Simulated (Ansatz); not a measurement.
Consider SnSe in the GeS type structure (space group Pnma, No. 62; a = 11.5358 Å, b = 4.1209 Å, c = 4.5782 Å; layered, stacked along the Cartesian x axis).

All numbers come from r2SCAN+rVV10 (Ansatz, a quantum-chemistry and plane-wave program; PAW; 500 eV plane waves; spin-orbit coupling left out).

For the base:

The pressure is 0.00 GPa.

Perturbation: every lattice vector is shortened by 3.11 %, atoms relaxed at fixed cell.

Question: What does the calculation give for the energy relative to the base after the change?

Answer: The energy grows by 28 meV/atom.

Question: Estimate the effect on the largest internal atomic displacement.

Answer: The largest internal atomic displacement comes out as 0.076 Å.

Question: What happens to the pressure?

Answer: The pressure (mean of the normal stresses, compression positive) goes from zero to 4.08 GPa.

The cells carry an imposed strain or load. No phonon test of stability was made.
